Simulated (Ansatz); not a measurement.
The reference is Ti in the hcp (Mg type) structure (space group P6_3/mmc, No. 194; relaxed with 0.1 eV smearing).

```
Ti
1.0
    2.86439     0.00000     0.00000
   -1.43219     2.48063     0.00000
    0.00000     0.00000     4.53728
Ti
2
Direct
  0.66667   0.33333   0.75000
  0.33333   0.66667   0.25000
```

Cartesian axes are those of the cell as printed.

Computed with Ansatz (an electronic-structure program) LDA, without spin-orbit coupling.

Now apply this change: uniaxial strain ε_xx = −1.50 %, all other strain components held at zero; the atoms relax in the strained cell.

Problem. Predict the stress tensor and what it implies for the stiffness.

Solution. Stress of the strained cell less that of the base (GPa, compression positive):
```
    2.7     0.0     0.0
    0.0     1.7     0.0
    0.0     0.0     1.4
```

Then −Δσ_ii/ε with ε = -0.0150 gives secant stiffness values (nonlinear terms included at this strain): C11 ≈ 178 GPa, C12 ≈ 114 GPa and C13 ≈ 92 GPa.

Stability against distortions was not tested. The final runs are not spin-polarised.
